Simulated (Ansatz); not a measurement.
Results of PBEsol+SOC in Ansatz (PAW) for LuAlN2 (model structure, started from the LiGaO2 type, Pna2₁, No. 33, 16 atoms in the cell).

Numerical settings: plane-wave cutoff 520 eV, 6×4×6 k mesh (along the axes of the cell as run), Fermi–Dirac smearing 0.01 eV, PAW data made under PBE.

Cell (relaxed with PBEsol):

```yaml
crystal:
  lattice:
    - [5.86658, 0.00000, 0.00000]
    - [0.00000, 6.91545, 0.00000]
    - [0.00000, 0.00000, 5.13348]
  atoms:
    - { symbol: Lu, position: [0.59854, 0.87709, 0.98451] }
    - { symbol: Lu, position: [0.40146, 0.12291, 0.48451] }
    - { symbol: Lu, position: [0.90146, 0.37709, 0.48451] }
    - { symbol: Lu, position: [0.09854, 0.62291, 0.98451] }
    - { symbol: Al, position: [0.57305, 0.37341, 0.00136] }
    - { symbol: Al, position: [0.42695, 0.62659, 0.50136] }
    - { symbol: Al, position: [0.92695, 0.87341, 0.50136] }
    - { symbol: Al, position: [0.07305, 0.12659, 0.00136] }
    - { symbol: N, position: [0.04989, 0.10419, 0.36774] }
    - { symbol: N, position: [0.95011, 0.89581, 0.86774] }
    - { symbol: N, position: [0.45011, 0.60419, 0.86774] }
    - { symbol: N, position: [0.54989, 0.39581, 0.36774] }
    - { symbol: N, position: [0.39533, 0.14600, 0.91959] }
    - { symbol: N, position: [0.60467, 0.85400, 0.41959] }
    - { symbol: N, position: [0.10467, 0.64600, 0.41959] }
    - { symbol: N, position: [0.89533, 0.35400, 0.91959] }
```

### Question
Give the computed band gap and direct gap at Γ.

### Answer

* **band gap**: 2.77 eV (on the SCF k mesh)
* **direct gap at Γ**: 2.93 eV

Note: the relaxation could raise the start's symmetry but not lower it, so the cell can be a saddle point; cell and atoms aren't relaxed at this level (largest force component 0.02 eV/Å, pressure -0.3 GPa).

Computed values are for the static lattice.

A model structure was made by putting elements into a prototype or built by hand; it is no filed structure, need not be a known phase, and can be a saddle point held by its symmetry.

Ansatz is a first-principles code.
